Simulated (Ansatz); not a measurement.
## Ansatz run on NbIr (P4/mmm, 2 atoms in the cell): self-consistent single point

Method of the run: PBEsol, default PAW files made with PBE (plane waves; Ansatz, a first-principles code).

This input was run:

Ansatz 0.2 input:
```yaml
crystal:
  lattice:
    - [2.850347, 0.000000, 0.000000]
    - [0.000000, 2.850347, 0.000000]
    - [0.000000, 0.000000, 3.861000]
  atoms:
    - { symbol: Ir, position: [0.000000, 0.000000, 0.000000] }
    - { symbol: Nb, position: [0.500000, 0.500000, 0.500000] }
kpoints:
  mp_grid:
    grid: [8, 8, 6]
hamiltonian:
  xc: pbesol
  pseudopotentials:
    kind: paw
scf:
  occupations:
    method: cold
    width: 0.136 eV
output:
  forces: true
  eigenvalues: true
  stress: true
```

Output, abridged:

```
WARN basis.ecutwfc = 420 eV, the default
WARN ansatz: RAYON_NUM_THREADS=1 ignored (pool sized by the plan → 1); use --threads N
Pseudopotentials: kind: paw
Pseudopotential: Ir, paw, valence charge 17
Pseudopotential: Nb, paw, valence charge 13
Crystal: 2 atoms, lattice volume = 31.369 Å³
Basis set: ecut = 420 eV, 625 PW (Γ), exchange–correlation on 40×40×54 points (8 copies of the dense FFT grid, shifted against one another)
Bands: 19, of which v1, the nominal top of the filled ones, is band 15 counted from 1 (14 counted from 0)
Symmetry: 16 space group operations
Space group: P4/mmm (ITA 123), of the structure as read, at distance tolerance 3.2e-5 Å
k-points: 60 of 384
PAW frozen core: Ir, regenerated for the run's functional, and the local potential with it
PAW frozen core: Nb, regenerated for the run's functional, and the local potential with it
Initial density: superposition of atomic densities (neutral atoms: chi_scale 0, normalization atom), corrected by the library's trained network
Initial wavefunctions: pseudopotential atomic-orbital guess
Eigensolver: davidson
Functional: x = pbesol(κ = 0.804, μ = 0.12345679012345678), c = pbesol(β = 0.046)
SCF iter   1: F=—  HF=-16295.541994 eV  |F-HF|=—  |Δ(HF+E_count)|=         —  Δρ=6.44e-3  dr2=1.44e-2  ethr=1.77e-3  ⟨swp⟩=4.3  Hψ=4522  notcnv=0
all-band conjugate gradients solve this SCF's bands
preconditioner: auto → none
SCF iter   2: F=—  HF=-16295.542675 eV  |F-HF|=—  |Δ(HF+E_count)|=   6.81e-4  S|Δr|=    0.00e0  Δρ=4.13e-3  dr2=7.15e-3  ethr=4.81e-5  ⟨swp⟩=1.2  Hψ=1642  notcnv=0
SCF iter   3: F=—  HF=-16295.541991 eV  |F-HF|=—  |Δ(HF+E_count)|=   6.84e-4  S|Δr|=    0.00e0  Δρ=4.53e-4  dr2=4.54e-5  ethr=2.38e-5  ⟨swp⟩=1.5  Hψ=1172  notcnv=0
SCF iter   4: F=—  HF=-16295.541977 eV  |F-HF|=—  |Δ(HF+E_count)|=   1.38e-5  S|Δr|=    0.00e0  Δρ=9.53e-5  dr2=1.81e-6  ethr=1.51e-7  ⟨swp⟩=2.0  Hψ=1468  notcnv=0
SCF iter   5: F=-16295.541977 eV  HF=-16295.541977 eV  |F-HF|=2.04e-8  |Δ(HF+E_count)|=   2.82e-7  S|Δr|=    0.00e0  Δρ=1.40e-5  dr2=3.32e-8  ethr=3.33e-10  ⟨swp⟩=6.0  Hψ=5160  notcnv=0
SCF 1 converged in 5 iterations: F = -16295.541977 eV  dr2 = 3.32e-8
SCF converged after 5 iterations
Stability not checked (fill_not_monotonic)
Free energy (F): -16295.541977 eV
Harris-Foulkes:  -16295.541977 eV  (|F-HF|=2.04e-8)
Internal energy: -16295.539069 eV  (E = F + TS)
E sigma→0 (E₀):  -16295.541008 eV
Entropy (-TS):   -0.002908 eV (-1.454 meV/atom)
Fermi energy:    21.634188 eV
--- Per-component energies (eV) ---
  E_band       = -164.448897
  E_kinetic    = 1018.570614
  E_local      = -1858.892707  (includes V_loc(G=0)·N_el)
  E_nonlocal   = 196.567044
  E_hartree    = 667.890567
  E_xc         = -441.786337
  E_vxc        = -513.256237  (∫ρ·V_xc dr)
  E_paw        = -12106.249820  (= ΣΔE_a)
  E_vpaw       = -343.212339  (= ΣTr[D̂ρ^β])
  E_aug_tail   = 0.000067  (compensation charges beyond the density's cutoff)
  E_ewald      = -3772.092492
  E_core_change = 0.453994  (= ΣΔE_core)
  E_smearing   = -0.002908  (= −TS)
  E_closure    = 0.000000  (closes the sum)
  Σ components = -16295.541977   (vs F -16295.541977, Δ=0.00e0)
--- Forces (eV/Å), atoms counted from 1 ---
  atom   1  Ir     0.00000000     0.00000000     0.00000000
  atom   2  Nb     0.00000000     0.00000000     0.00000000
  max |Σ_I F_I| component: 1.97e-31 eV/Å
--- Stress (GPa, compression-positive) ---
       -1.834250       0.000000       0.000000
        0.000000      -1.834250       0.000000
        0.000000       0.000000      -2.960728
  P = ⅓ Tr σ = -2.2097 GPa (-22.097 kbar)
  The stress holds the Pulay correction. Without it, at fixed plane waves, as pw.x and ABINIT print it: P = -2.2506 GPa
--- Band table (eV; the first three rows and the last of 60) ---
  k-point 0: bands = ["-70.3102", "-33.0916", "-27.2041", "-27.0320", "-27.0320", "-9.2149", "-8.6816", "-8.6816", "13.1532", "15.7538", "16.1732", "19.4144", "19.4144", "20.7076", "21.4200", "23.1838", "25.4842", "26.1056", "26.1734"]
  k-point 1: bands = ["-70.3101", "-33.0937", "-27.2001", "-27.0318", "-27.0318", "-9.2420", "-8.6836", "-8.6836", "13.5522", "16.0020", "16.3307", "19.5911", "19.5911", "20.3563", "21.4760", "22.5988", "24.5024", "25.4107", "25.4107"]
  k-point 2: bands = ["-70.3101", "-33.0978", "-27.1920", "-27.0312", "-27.0312", "-9.2957", "-8.6876", "-8.6876", "14.5586", "16.6161", "16.7322", "19.5997", "20.0388", "20.0388", "20.9048", "21.5958", "23.1591", "24.1000", "24.1000"]
  k-point 59: bands = ["-70.2879", "-32.8676", "-27.2594", "-27.2594", "-27.1556", "-9.5360", "-9.5360", "-9.0715", "17.0505", "18.0109", "18.2325", "18.2325", "19.5110", "19.5110", "20.3745", "23.1146", "24.1568", "27.6431", "28.3444"]
```

The run converged in 5 iterations.

The starting cell comes from a database of published, mostly measured structures (it also holds non-ambient and calculated ones), without a prior relaxation at this level. Spin-orbit coupling is off. Spin polarisation is off. Ansatz's pressure includes its estimate of the finite-basis (Pulay) stress.
